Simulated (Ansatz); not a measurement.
**TbPd3 (Pm-3m, No. 221)**

Method: PBEsol (Ansatz, a first-principles code, PAW).

Run with plane-wave cutoff 500 eV, 14×14×14 k mesh, Fermi–Dirac smearing 0.1 eV, spin-polarised start, scalar-relativistic PAW data made under PBE.

Cell (relaxed at this level):

```cif
data_Pd3Tb
_chemical_formula_sum 'Tb1 Pd3'
_space_group_name_H-M_alt 'P 1'
_space_group_IT_number 1
_cell_length_a 4.04797
_cell_length_b 4.04797
_cell_length_c 4.04797
_cell_angle_alpha 90.000
_cell_angle_beta 90.000
_cell_angle_gamma 90.000
loop_
_space_group_symop_operation_xyz
  'x, y, z'
loop_
_atom_site_label
_atom_site_type_symbol
_atom_site_fract_x
_atom_site_fract_y
_atom_site_fract_z
_atom_site_occupancy
Tb1 Tb 0.00000 0.00000 0.00000 1
Pd1 Pd 0.50000 0.00000 0.50000 1
Pd2 Pd 0.00000 0.50000 0.50000 1
Pd3 Pd 0.50000 0.50000 0.00000 1
```

```json
{
 "band_gap": "none"
}
```

Note: the magnetic order was assumed, not searched for or taken from measurement; the 4f shell is treated without U or exact exchange, so its levels and filling can be wrong.

Spin–orbit coupling is not included.

The computed numbers hold no vibrational or temperature effects.

Cost on a shared machine: about 8 core-minutes (a rough figure).
